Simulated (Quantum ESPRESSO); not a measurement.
Quantum ESPRESSO run on LiHS (P1, 12 atoms in the cell): self-consistent single point.

Computed with rVV10, SSSP 1.1.2 efficiency (PBE) pseudopotentials (plane waves; Quantum ESPRESSO).

```
LiHS
1.0
    6.14925     0.00000     0.00000
    0.00000     3.93794     0.00000
    0.00000     0.00000     7.83367
H S Li
4 4 4
Cartesian
 -0.01524   3.86148   3.40794
  0.00581   0.08560   7.34598
  3.05937   0.47595   7.79674
  3.09926   3.47435   3.90752
  3.08428   1.83751   7.83665
  3.10709   2.09858   3.90438
 -0.04573   3.91769   2.06091
  0.00130   0.01260   5.97694
  1.52829   2.00222   5.85618
  4.62949   1.96200   1.93273
  4.59686   1.94424   5.85984
  1.54620   1.95542   1.96758
```

Reference input (self-consistent single point, DFT, LDA (PZ), plane waves, GBRV 1.5 ultrasoft (LDA) pseudopotentials): ecutwfc = 40 Ry; ecutrho = 200 Ry; occupations = smearing; smearing = fermi-dirac; degauss = 0.0036749 Ry; potentials = {H: h_lda_v1.4.uspp.F.UPF, S: s_lda_v1.4.uspp.F.UPF, Li: li_lda_v1.4.uspp.F.UPF}; K_POINTS = automatic 3 5 2 0 0 0; conv_thr = 1e-09 Ry. This run's input differs from it in these lines:

```diff
@@ -12,4 +12,4 @@
    ntyp = 3
-   ecutwfc = 40
-   ecutrho = 200
+   ecutwfc = 55
+   ecutrho = 440
    occupations = 'smearing'
@@ -17,2 +17,3 @@
    degauss = 0.0036749
+   input_dft = 'rvv10'
 /
@@ -22,5 +23,5 @@
 ATOMIC_SPECIES
-H      1.0080  h_lda_v1.4.uspp.F.UPF
-S     32.0600  s_lda_v1.4.uspp.F.UPF
-Li     6.9400  li_lda_v1.4.uspp.F.UPF
+H      1.0080  H.pbe-rrkjus_psl.1.0.0.UPF
+S     32.0600  s_pbe_v1.4.uspp.F.UPF
+Li     6.9400  li_pbe_v1.4.uspp.F.UPF
 CELL_PARAMETERS angstrom
```

Output, abridged:

```
     Self-consistent Calculation

     iteration #  1     ecut=    55.00 Ry     beta= 0.70

     Threshold (ethr) on eigenvalues was too large:
     Diagonalizing with lowered threshold

     total energy              =    -160.19229177 Ry
     estimated scf accuracy    <       0.18590102 Ry

     iteration #  2     ecut=    55.00 Ry     beta= 0.70

     total energy              =    -160.20220503 Ry
     estimated scf accuracy    <       0.01250314 Ry

     iteration #  3     ecut=    55.00 Ry     beta= 0.70

     total energy              =    -160.20593850 Ry
     estimated scf accuracy    <       0.00022942 Ry

   [... 4 blocks of this kind left out ...]

     iteration #  8     ecut=    55.00 Ry     beta= 0.70

     total energy              =    -160.20630333 Ry
     estimated scf accuracy    <          3.8E-09 Ry

     iteration #  9     ecut=    55.00 Ry     beta= 0.70
     End of self-consistent calculation

     the Fermi energy is     2.4072 ev

!    total energy              =    -160.20630333 Ry
     estimated scf accuracy    <          3.5E-10 Ry
     smearing contrib. (-TS)   =      -0.00000000 Ry
     internal energy E=F+TS    =    -160.20630333 Ry

     convergence has been achieved in   9 iterations

     Forces acting on atoms (cartesian axes, Ry/au):

     atom    1 type  1   force =    -0.00049088    0.00131586    0.00785769
     atom    2 type  1   force =     0.00035856   -0.00254164   -0.01284608
     atom    3 type  1   force =    -0.00005118    0.00454678    0.00072629
     atom    4 type  1   force =     0.00026690   -0.01618319   -0.00016036
     atom    5 type  2   force =    -0.00219366   -0.00522554   -0.00156628
   [... lines left out ...]

     Total force =     0.033509     Total SCF correction =     0.000031

          total   stress  (Ry/bohr**3)                   (kbar)     P=       -6.50
  -0.00002968  -0.00000445   0.00000073           -4.37       -0.65        0.11
  -0.00000445  -0.00007776  -0.00000519           -0.65      -11.44       -0.76
   0.00000073  -0.00000519  -0.00002517            0.11       -0.76       -3.70

   JOB DONE.
```

The run converged in 9 iterations. Against the reference run the pressure goes from -2.11 to -0.65 GPa, the largest force hardly changes (0.438 to 0.441 eV/Å) and the gap on the mesh goes from 3.135 to 3.216 eV.

The starting cell comes from a database of published, mostly measured structures (it also holds non-ambient and calculated ones), without a prior relaxation at this level. Its atoms were displaced at random from the sites of space group no. 26.

Cost on one core of a shared machine: roughly 3 min.
